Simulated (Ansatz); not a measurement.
We consider GaP (R-3m, No. 166, 4 atoms in the cell; start mp-1018275; a measured phase of this formula has another space group), described by r²SCAN+SOC (Ansatz, an electronic-structure program, PAW).

Numerical settings: plane-wave cutoff 560 eV, 10×10×10 k mesh, Fermi–Dirac smearing 0.01 eV, PAW data made under PBE.

Cell (relaxed with PBEsol):

GaP is modelled in the trigonal space group R-3m, hexagonal axes (No. 166), Pearson symbol hR4. Lattice parameters: a = 3.829 Å, b = 3.829 Å, c = 19.075 Å, α = 90.00°, β = 90.00°, γ = 120.00°. Ga on 6c sees 3 P at 2.369 Å and 1 Ga at 2.449 Å (tetrahedral). P on 6c is coordinated by 1 P at 2.205 Å and 3 Ga at 2.369 Å (tetrahedral). (Neighbours: up to the widest gap in distance over summed covalent radii, below 1.35, at either atom; cation-cation and far metal-metal contacts left out.)
(The calculation used a cell of 4 atoms; values per cell refer to that cell.)

### Question
Give the computed band gap and smallest direct gap on the k points sampled.

### Answer

- band gap = 0.98 eV (indirect)
- smallest direct gap on the k points sampled = 1.59 eV

Note: cell and atoms aren't relaxed at this level (pressure 0.7 GPa).

The computed numbers hold no vibrational or temperature effects.

A start named mp-… is a Materials Project structure, which need not be a measured phase.
